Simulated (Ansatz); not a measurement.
The parent structure is LaBi in the rock salt structure (space group Fm-3m, No. 225; a = 6.6623 Å).

All numbers come from r2SCAN, PAW, 500 eV (Ansatz, a program for electronic structure; spin-orbit coupling left out).

For the base:

| Quantity | Value |
|---|---|
| Band gap | zero |
| Lattice parameter a | 6.662 Å |

Now apply this change: a hydrostatic pressure of 9 GPa.

### Question
What happens to the band gap?

### Answer
The band gap stays zero.

### Question
What does the calculation give for the lattice parameter a after the change?

### Answer
The lattice parameter a drops by 0.292 Å (6.662 Å → 6.370 Å).

Spin-orbit coupling, missing from the scalar runs, can matter with Bi. Load acts through the strain it causes; cell and atoms are relaxed under it. Stability against distortions was not tested. No other phases were tried under pressure.
